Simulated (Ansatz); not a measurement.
Worked example: self-consistent single point of Si₂Au (I4/mcm, 6 atoms in the cell) in Ansatz (a quantum-chemistry and plane-wave program).

Computed with PBE (plane waves, PAW; Ansatz).

The change in words: lattice scaled by 1.03. Reference geometry:
```xyz
6
Lattice="-3.3644 3.3644 2.7071 3.3644 -3.3644 2.7071 3.3644 3.3644 -2.7071" Properties=species:S:1:pos:R:3 pbc="T T T"
Si     4.4275     1.0631     0.0000
Si     1.0631     2.3012     0.0000
Si     2.3012     1.0631     2.7071
Si    -1.0631     2.3012     2.7071
Au     0.0000     0.0000     4.0606
Au     0.0000     0.0000     1.3535
```

Reference input (self-consistent single point, DFT, PBE, plane waves, default PAW files): basis.ecutwfc = 420 eV; kpoints.mp_grid.grid = 6 6 6; hamiltonian.xc = pbe; hamiltonian.pseudopotentials = {kind: paw} (the program's default PAW files); scf.occupations.method = cold; scf.occupations.width = 0.1 eV. This run's input differs from it in these lines:

```diff
@@ -2,5 +2,5 @@
   lattice:
-    - [-3.364365, 3.364365, 2.707088]
-    - [3.364365, -3.364365, 2.707088]
-    - [3.364365, 3.364365, -2.707088]
+    - [-3.465296, 3.465296, 2.788301]
+    - [3.465296, -3.465296, 2.788301]
+    - [3.465296, 3.465296, -2.788301]
   atoms:
```

Log, with long lists cut:

```
SCF iter   1: F=—  HF=-28837.603804 eV  |F-HF|=—  |Δ(HF+E_count)|=         —  Δρ=2.60e-3  dr2=1.25e-2  ethr=1.77e-3  ⟨swp⟩=6.8  Hψ=4139  notcnv=0
all-band conjugate gradients solve this SCF's bands
preconditioner: auto → Kerker (q_TF=auto, 2.345 Å⁻¹)
SCF iter   2: F=—  HF=-28837.605016 eV  |F-HF|=—  |Δ(HF+E_count)|=   1.21e-3  S|Δr|=    0.00e0  Δρ=1.11e-3  dr2=1.48e-3  ethr=2.31e-5  ⟨swp⟩=2.5  Hψ=1754  notcnv=0
SCF iter   3: F=—  HF=-28837.605388 eV  |F-HF|=—  |Δ(HF+E_count)|=   3.72e-4  S|Δr|=    0.00e0  Δρ=5.43e-4  dr2=3.87e-4  ethr=2.75e-6  ⟨swp⟩=1.7  Hψ=1196  notcnv=0
SCF iter   4: F=—  HF=-28837.605468 eV  |F-HF|=—  |Δ(HF+E_count)|=   7.95e-5  S|Δr|=    0.00e0  Δρ=6.80e-5  dr2=6.20e-6  ethr=7.16e-7  ⟨swp⟩=2.0  Hψ=1520  notcnv=0
SCF iter   5: F=—  HF=-28837.605459 eV  |F-HF|=—  |Δ(HF+E_count)|=   8.62e-6  S|Δr|=    0.00e0  Δρ=2.07e-5  dr2=7.54e-7  ethr=1.15e-8  ⟨swp⟩=2.2  Hψ=1590  notcnv=0
SCF iter   6: F=-28837.605459 eV  HF=-28837.605459 eV  |F-HF|=3.99e-9  |Δ(HF+E_count)|=   4.06e-8  S|Δr|=    0.00e0  Δρ=3.52e-6  dr2=1.65e-8  ethr=1.85e-10  ⟨swp⟩=8.6  Hψ=4548  notcnv=0
SCF 1 converged in 6 iterations: F = -28837.605459 eV  dr2 = 1.65e-8
Stability not checked (fill_not_monotonic)
Free energy (F): -28837.605459 eV
Internal energy: -28837.604382 eV  (E = F + TS)
E sigma→0 (E₀):  -28837.605100 eV
Entropy (-TS):   -0.001077 eV (-0.180 meV/atom)
Fermi energy:    8.752684 eV
--- Forces (eV/Å), atoms counted from 1 ---
  atom   1  Si    -0.11491698    -0.11491698    -0.00000000
  atom   2  Si    -0.11491698     0.11491698    -0.00000000
  atom   3  Si     0.11491698    -0.11491698     0.00000000
  atom   4  Si     0.11491698     0.11491698     0.00000000
  atom   5  Au     0.00000000     0.00000000    -0.00000000
  atom   6  Au    -0.00000000     0.00000000     0.00000000
--- Stress (GPa, compression-positive) ---
      -12.843174       0.000000       0.000000
        0.000000     -12.843174      -0.000000
        0.000000       0.000000      -8.901033
  P = ⅓ Tr σ = -11.5291 GPa (-115.291 kbar)
  The stress holds the Pulay correction. Without it, at fixed plane waves, as pw.x and ABINIT print it: P = -11.5542 GPa
```

The run converged in 6 iterations. Against the reference run the free energy goes up by 118 meV/atom, the pressure goes from -8.04 to -11.53 GPa and the largest force goes from 0.359 to 0.163 eV/Å.

The starting cell was generated: these elements placed on a structure prototype, without a prior relaxation; it need not be a known phase or ordering of this composition. Its lattice was rescaled by a random factor within 2.5 % of one. For this run, on top of that: lattice scaled by 1.03. Ansatz's pressure includes its estimate of the finite-basis (Pulay) stress.

Keys are those of Ansatz 0.2.
